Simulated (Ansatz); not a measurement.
Base system: SnSe2 in the CdI2 type structure (space group P-3m1, No. 164; a = 3.8258 Å, c = 6.2309 Å; layered, stacked along the Cartesian z axis). Axes: x lies along a and z along c of the hexagonal cell.

All numbers come from r2SCAN+rVV10 (Ansatz, a first-principles code; PAW; 500 eV plane waves; spin-orbit coupling left out).

Modification: uniaxial strain ε_xx = +2.95 %, all other strain components held at zero, atoms relaxed at fixed cell.

### Question
Predict the stress tensor and what it implies for the stiffness.

### Answer
Stress of the strained cell less that of the base (GPa, compression positive):
```
  -2.92    0.00    0.00
   0.00   -0.87    0.00
   0.00    0.00   -0.35
```

Then −Δσ_ii/ε with ε = 0.0295 gives secant stiffness values (nonlinear terms included at this strain): C11 ≈ 99 GPa, C12 ≈ 29 GPa and C13 ≈ 12 GPa.

As a check, the harmonic strain energy −½ V₀ Δσ:ε is 7.1 meV/atom; the computed energy rise is 7.4 meV/atom.

Whether these cells are dynamically stable was not tested.
